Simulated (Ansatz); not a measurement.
# A computed series for hypothetical rock salt BP: response to strain

Consider BP in the rock salt structure (space group Fm-3m, No. 225; a hypothetical phase, not in the database extracts checked; relaxed with 0.1 eV smearing).

```yaml
crystal:
  lattice:
    - [0.00000, 2.16028, 2.16028]
    - [2.16028, 0.00000, 2.16028]
    - [2.16028, 2.16028, 0.00000]
  atoms:
    - { symbol: P, position: [0.00000, 0.00000, 0.00000] }
    - { symbol: B, position: [0.50000, 0.50000, 0.50000] }
```

Cartesian axes are those of the cell as printed.

Strains are applied to the cell and any free atomic positions relax; under biaxial strain the out-of-plane vector relaxes too.

Method: PBE, PAW, 420 eV (Ansatz, a program for electronic structure; scalar-relativistic without spin-orbit coupling).

Notes on the quantities. pressure: mean of the normal stresses, compression positive.

```csv
case,space group,pressure,volume per atom
base,Fm-3m (No. 225),0.0 GPa,10.08 Å³
"biaxial strain +3.75 %, plane normal [001], relaxed out of plane",I4/mmm (No. 139),-5.5 GPa,10.52 Å³
"biaxial strain +4.24 %, plane normal [001], relaxed out of plane",I4/mmm (No. 139),-6.2 GPa,10.58 Å³
"biaxial strain +0.47 %, plane normal [111], relaxed out of plane",R-3m (No. 166),-0.8 GPa,10.13 Å³
isotropic strain −4.90 %,Fm-3m (No. 225),32.2 GPa,8.67 Å³
uniaxial strain ε_xx = −3.94 %,I4/mmm (No. 139),7.3 GPa,9.68 Å³
uniaxial strain ε_xx = −1.65 %,I4/mmm (No. 139),2.8 GPa,9.92 Å³
uniaxial strain ε_yy = +4.09 %,I4/mmm (No. 139),-5.7 GPa,10.49 Å³
uniaxial strain ε_zz = −2.80 %,I4/mmm (No. 139),5.0 GPa,9.80 Å³
uniaxial strain ε_zz = +5.96 %,I4/mmm (No. 139),-7.8 GPa,10.68 Å³
```

No phonon test of stability was made. The final runs are not spin-polarised.
